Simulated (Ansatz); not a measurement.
# WC (model structure, started from the CsCl type, Pm-3m, No. 221, 2 atoms in the cell)

Method: LDA (plane waves, PAW; Ansatz, a quantum-chemistry and plane-wave program).

Settings: plane-wave cutoff 520 eV, 18×18×18 k mesh, Fermi–Dirac smearing 0.05 eV, no spin polarisation, scalar-relativistic PAW data made under PBE.

Cell (relaxed at this level):

```cif
data_CW
_chemical_formula_sum 'W1 C1'
_space_group_name_H-M_alt 'Pm-3m'
_space_group_IT_number 221
_space_group_name_Hall '-P 4 2 3'
_cell_length_a 2.68866
_cell_length_b 2.68866
_cell_length_c 2.68866
_cell_angle_alpha 90.000
_cell_angle_beta 90.000
_cell_angle_gamma 90.000
loop_
_atom_site_label
_atom_site_type_symbol
_atom_site_symmetry_multiplicity
_atom_site_Wyckoff_symbol
_atom_site_fract_x
_atom_site_fract_y
_atom_site_fract_z
_atom_site_occupancy
W1 W 1 a 0.00000 0.00000 0.00000 1
C1 C 1 b 0.50000 0.50000 0.50000 1
```

| Item | Value |
|---|---|
| bulk modulus | 407 GPa |

Note: the run has no spin polarisation, so it can have missed a magnetic state; the bulk modulus is −V dP/dV from two relaxed cells at ±2 % in volume; the relaxation could raise the start's symmetry but not lower it, so the cell can be a saddle point.

Spin–orbit coupling is not included; it can open a gap where bands touch, and shift volumes and moduli.

Computed values are for the static lattice.

The result took about 50 core-seconds (a rough figure).

A model structure was made by putting elements into a prototype or built by hand; it is no filed structure, need not be a known phase, and can be a saddle point held by its symmetry.
